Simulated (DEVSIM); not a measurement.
Structure: abrupt GaAs n-p junction, at 300 K.

```csv
layer (left to right),material,thickness (μm),Nd (cm⁻³),Na (cm⁻³),τn (s),τp (s)
1,GaAs,57.0,3.9e15,-,1.5e-9,1.5e-8
2,GaAs,24.0,-,2.4e15,1.5e-9,1.5e-9
```

Left contact: ohmic. Right contact: ohmic. Voltage is applied to the left contact. Recombination: SRH at mid-gap, Auger. Mobility is μmin + (μ − μmin)/(1 + (N/Nref)^α).

The device is made up for the run: typed textbook-type constants, with dimensions and the other settings drawn at random. Values at 300 K.

```tsv
parameter	GaAs
gap (eV)	1.424
affinity (eV)	4.07
permittivity	12.9
Nc (cm⁻³)	4.7e17
Nv (cm⁻³)	9e18
μn (cm²/Vs)	8500
μp (cm²/Vs)	400
μn,min	500
μp,min	20
Nref,n	6e16
Nref,p	1.5e17
αn	0.39
αp	0.38
Cn (cm⁶/s)	1e-30
Cp (cm⁶/s)	1e-30
```

Simulated with DEVSIM: 1D drift-diffusion, Boltzmann statistics, complete ionisation; no tunnelling, impact ionisation, image-force lowering or self-heating.

Q: Tabulate band edges, carrier densities and field at -1.05 V on the left contact.

A: Energies count from the Fermi level of the right contact; mesh points crowd at the junctions.

```
x (μm)   Ec (eV)  Ev (eV)  n (cm⁻³)  p (cm⁻³)  field (V/cm)
-------  -------  -------  --------  --------  ------------
0.000      1.174   -0.250    3.9e15     < 1e2           ≈ 0
0.05124    1.174   -0.250    3.9e15    140000           ≈ 0
0.2216     1.174   -0.250    3.9e15    620000           ≈ 0
0.7455     1.174   -0.250    3.9e15   2100000           ≈ 0
3.601      1.173   -0.251    3.9e15     1.2e7           ≈ 0
11.81      1.173   -0.251    3.9e15     1.3e8           ≈ 0
34.69      1.170   -0.254    3.9e15    8.0e10           ≈ 0
52.28      1.168   -0.256    3.9e15    1.1e13           ≈ 0
55.51      1.168   -0.256    3.9e15    2.7e13           ≈ 0
56.56      1.168   -0.256    3.9e15    3.6e13            13
56.88      1.177   -0.247    2.7e15    5.7e13          1300
56.99      1.210   -0.214    7.5e14    2.1e14          5000
57.03      1.230   -0.194    3.4e14    4.6e14          4100
57.16      1.262   -0.162    1.0e14    1.5e15          1300
57.84      1.273   -0.151    5.6e13    2.5e15           ≈ 0
59.69      1.271   -0.153    3.9e13    2.4e15           -14
65.82      1.258   -0.166    1.4e13    2.4e15           -26
75.70      1.228   -0.195    2.9e12    2.4e15           -32
79.89      1.215   -0.209    6.6e11    2.4e15           -33
80.68      1.212   -0.212    2.0e11    2.4e15           -33
80.91      1.212   -0.212    5.5e10    2.4e15           -33
81.00      1.211   -0.213     < 1e2    2.4e15           -33
```
